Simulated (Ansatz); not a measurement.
**Si, pressure series**

The reference is Si in the diamond structure (space group Fd-3m, No. 227).

```
Si
1.0
    0.00000     2.73494     2.73494
    2.73494     0.00000     2.73494
    2.73494     2.73494     0.00000
Si
2
Cartesian
  2.73494   2.73494   2.73494
  4.10241   4.10241   4.10241
```

Cell and atoms are relaxed at each pressure.

The values are results of PBE, PAW, 420 eV (Ansatz, a quantum-chemistry and plane-wave program; spin-orbit coupling left out), earlier PAW set, not measurements.

Two rows of this table had their results exchanged by mistake.

| pressure | volume per atom (Å³) | shortest distance (Å) | band gap |
|---|---|---|---|
| pressure −2 GPa | 20.95 | 2.387 | 0.66 eV |
| pressure −1 GPa | 20.30 | 2.362 | 0.60 eV |
| pressure 0.3 GPa | 20.39 | 2.366 | 0.61 eV |
| pressure 0.7 GPa | 20.69 | 2.378 | 0.63 eV |
| pressure 1.5 GPa | 20.13 | 2.356 | 0.58 eV |
| pressure 3 GPa | 19.82 | 2.344 | 0.56 eV |
| pressure 5 GPa | 19.45 | 2.329 | 0.52 eV |
| pressure 7.5 GPa | 19.03 | 2.312 | 0.48 eV |
| pressure 10 GPa | 18.65 | 2.297 | 0.43 eV |

Question: Which two?

Answer: The rows for pressure −1 GPa and pressure 0.7 GPa: the volume has to fall steadily with pressure, so 20.69 Å³ belongs to pressure −1 GPa and 20.30 Å³ to pressure 0.7 GPa.

Load acts through the strain it causes; cell and atoms are relaxed under it. Whether these cells are dynamically stable was not tested. Tetrahedral semiconductors of this kind turn to denser phases somewhere between about 1 and 50 GPa; those were not computed, so compressed cells here can lie past the real transition.
